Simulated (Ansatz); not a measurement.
**Defect calculation: Ga on the Si site + 1 H in silicon**

All values below come from PBE, PAW (plane waves to 420 eV; Ansatz, an electronic-structure program). Details: 64-site cell; 2×2×2 shifted k-points; start: the Si site; H at the bond centre; not converged in cell size.

Neighbours after relaxation, in Å: of the Ga atom: H 1.73, Si 2.36, Si 2.36, Si 2.38, Si 3.18; of the H atom: Si 1.52, Ga 1.73, Si 2.87, Si 2.94, Si 2.94.

Formation energies E_f are those of the neutral cell. Chemical conditions: host crystal and elements as references (Δμ(Si) = 0.00 eV, Δμ(Ga) = 0.00 eV, Δμ(H) = 0.00 eV; Ga taken from its element, since no compound that bounds it was computed at this level; H taken from its element, since no compound that bounds it was computed at this level; only phases computed here count, gases as isolated molecules at 0 K). Reference phases: Ga: alpha gallium, H: H2 molecule in a box, Si: silicon.

```json
[
 {"charge": "0", "moment (μB)": "not spin-polarised", "point group": "Cs", "largest move off a lattice site (Å)": "0.48", "E_f, host crystal and elements as references (eV)": "1.00"}
]
```

Point groups are those of the whole cell at tolerances of 0.03 and 0.1 Å ("near" where only the looser one holds); none is given for unsettled states.

No other site or start that was run ended lower by more than 0.1 eV.
